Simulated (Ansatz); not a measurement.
Fluorite NiSi₂, treated with LDA in Ansatz (plane waves, PAW).

Settings: plane-wave cutoff 520 eV, 12×12×12 k mesh, Fermi–Dirac smearing 0.1 eV, perturbation theory, force constants from a 4×4×4 q mesh, no spin polarisation, scalar-relativistic PAW data made under PBE.

Computed at the level's own relaxed cell. Harmonic vibrational thermodynamics at fixed volume:

```
T (K)  S_vib (J/K per mol of atoms)  C_V (J/K per mol of atoms)  F_vib (eV/atom)
-----  ----------------------------  --------------------------  ---------------
0                              0.00                        0.00           0.0519
200                             ___                         ___              ___
300                             ___                         ___              ___
400                             ___                         ___              ___
500                             ___                         ___              ___
800                             ___                         ___              ___
900                             ___                         ___              ___
```

Q: Some entries are withheld; supply them.

A: 
- 200, S_vib (J/K per mol of atoms): 13.44
- 200, C_V (J/K per mol of atoms): 17.79
- 200, F_vib (eV/atom): 0.0415
- 300, S_vib (J/K per mol of atoms): 21.43
- 300, C_V (J/K per mol of atoms): 21.30
- 300, F_vib (eV/atom): 0.0232
- 400, S_vib (J/K per mol of atoms): 27.78
- 400, C_V (J/K per mol of atoms): 22.78
- 400, F_vib (eV/atom): -0.0024
- 500, S_vib (J/K per mol of atoms): 32.96
- 500, C_V (J/K per mol of atoms): 23.52
- 500, F_vib (eV/atom): -0.0340
- 800, S_vib (J/K per mol of atoms): 44.24
- 800, C_V (J/K per mol of atoms): 24.37
- 800, F_vib (eV/atom): -0.1552
- 900, S_vib (J/K per mol of atoms): 47.12
- 900, C_V (J/K per mol of atoms): 24.49
- 900, F_vib (eV/atom): -0.2026

The crystal is taken as a harmonic solid at every temperature: melting, phase changes and thermal expansion are not seen, nor the electrons' share in a metal.

Ansatz is a program for electronic structure.
